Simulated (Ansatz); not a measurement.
We consider Mo2AlC (model structure, started from the MAX type, P6₃/mmc, No. 194, 8 atoms in the cell), described by PBEsol in Ansatz (PAW).

Run with plane-wave cutoff 520 eV, 24×24×4 k mesh (along the axes of the cell as run), Fermi–Dirac smearing 0.05 eV, no spin polarisation, scalar-relativistic PAW data made under PBE.

Cell (relaxed at this level):

AlMo₂C has the hexagonal space group P6₃/mmc (No. 194), Pearson symbol hP8. Lattice parameters: a = b = 2.9961 Å, c = 13.4099 Å, α = β = 90.00°, γ = 120.00°. Al on 2d is coordinated by 6 Mo at 2.767 Å. Mo on 4f has 3 C at 2.101 Å and 3 Al at 2.767 Å and 9 Mo at 2.946–2.996 Å. C on 2a is coordinated by 6 Mo at 2.101 Å (octahedral). (Neighbours: up to the widest gap in distance over summed covalent radii, below 1.35, at either atom; cation-cation and far metal-metal contacts left out.)

Problem. Predict the bulk modulus.

Solution. 
- bulk modulus = 207 GPa

Note: the run has no spin polarisation, so it can have missed a magnetic state; the bulk modulus is −V dP/dV from two relaxed cells at ±2 % in volume; the relaxation could raise the start's symmetry but not lower it, so the cell can be a saddle point.

Static lattice: no zero-point or thermal effects.

It cost about 6 core-minutes (a rough figure) of CPU time.

A model structure was made by putting elements into a prototype or built by hand; it is no filed structure, need not be a known phase, and can be a saddle point held by its symmetry.

Ansatz is an electronic-structure program.
